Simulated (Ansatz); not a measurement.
Take TaN in the rock salt structure (space group Fm-3m, No. 225; a = 4.3746 Å) as the base.

All numbers come from PBEsol in Ansatz (plane waves to 420 eV, PAW, no SOC), earlier PAW set.

One change was made to it. Results:

```json
[
 {"quantity": "lattice parameter a", "base": "4.375 Å", "after": "4.340 Å"},
 {"quantity": "band gap", "base": "zero", "after": "zero"}
]
```

**Question.** What was done to the base?
A. pressure 2.1 GPa
B. pressure 0.9 GPa
C. pressure 9 GPa

**Answer.** C, pressure 9 GPa. For comparison, the lattice parameter a in the other runs: pressure 2.1 GPa gives 4.366 Å; pressure 0.9 GPa gives 4.371 Å.

Load acts through the strain it causes; cell and atoms are relaxed under it. Stability against distortions was not tested. No other phases were tried under pressure. The final runs are not spin-polarised. This is not the structure that TaN has at room temperature and ambient pressure.

Ansatz is an electronic-structure program.
